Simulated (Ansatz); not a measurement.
Consider TaN in the rock salt structure (space group Fm-3m, No. 225; a = 4.375 Å).

Modification: cell and atoms relaxed at a pressure of 30 GPa.

Levels (all Ansatz, an electronic-structure program, PAW, earlier PAW set): PBEsol (420 eV, no spin-orbit coupling); PBEsol+SOC (420 eV, with spin-orbit coupling).

The geometry is relaxed with PBEsol.

| Property | Value |
|---|---|
| PBEsol pressure | 30.0 GPa |

**Question.** What does PBEsol+SOC give at this geometry for the pressure?

**Answer.** The pressure shrinks by 0.2 GPa to 29.8 GPa.

Single points use the geometry relaxed with PBEsol. The spin-orbit shifts are approximate. Load acts through the strain it causes; cell and atoms are relaxed under it. No phonon test of stability was made. No other phases were tried under pressure. The runs without spin-orbit coupling are not spin-polarised. This is not the structure that TaN has at room temperature and ambient pressure.
